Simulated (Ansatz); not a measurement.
Rutile MgH2, treated with PBE0 (PAW; Ansatz, a program for electronic structure).

Settings: plane-wave cutoff 460 eV, 6×6×8 k mesh (along the axes of the cell as run), Fermi–Dirac smearing 0.01 eV, scalar-relativistic PAW data made under PBE.

Computed at the level's own relaxed cell.

```
MgH2
1.0
    4.48694     0.00000     0.00000
    0.00000     4.48694     0.00000
    0.00000     0.00000     2.99951
Mg H
2 4
Direct
  0.00000   0.00000   0.00000
  0.50000   0.50000   0.50000
  0.30455   0.30455   0.00000
  0.80455   0.19545   0.50000
  0.19545   0.80455   0.50000
  0.69545   0.69545   0.00000
```

Question: List the 8 lowest band energies at Γ above −25 eV (eV, relative to the valence band maximum), grouping those that round alike.

Answer: At Γ: -7.22, -1.63 (×2), -0.43, 6.44, 7.00, 11.32 (×2).

Note: the run warned that its exchange threshold was loose for the stress.
